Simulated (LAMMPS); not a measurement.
Melts of Co (hcp) cooled to 300 K at several rates.

Computed with classical MD, pair style meam, file MoCoNiVFeAlCr_2nn.meam; code LAMMPS.

```json
[
 {"cooling rate (K/s)": "3e+12", "energy above the crystal": "0.051 eV/atom", "state": "crystallised", "density": "8.69 g/cm³ (one sample)", "coordination number": "12.0 (counted to 3.06 Å)", "rough cost": "2.1 core-hours"},
 {"cooling rate (K/s)": "1e+13", "energy above the crystal": "0.033 eV/atom", "state": "crystallised", "density": "8.70 g/cm³ (one sample)", "coordination number": "11.9 (counted to 3.06 Å)", "rough cost": "40 core-minutes"},
 {"cooling rate (K/s)": "1e+14", "energy above the crystal": "0.108 eV/atom", "state": "glass", "density": "8.59 g/cm³ (one sample)", "coordination number": "12.6 (counted to 3.18 Å)", "rough cost": "12 core-minutes"}
]
```

Costs are rough and include melting and analysis.

Caution (rows 3e+12; 1e+13): the cell keeps the atom count and shape of the starting crystal, which eases freezing.
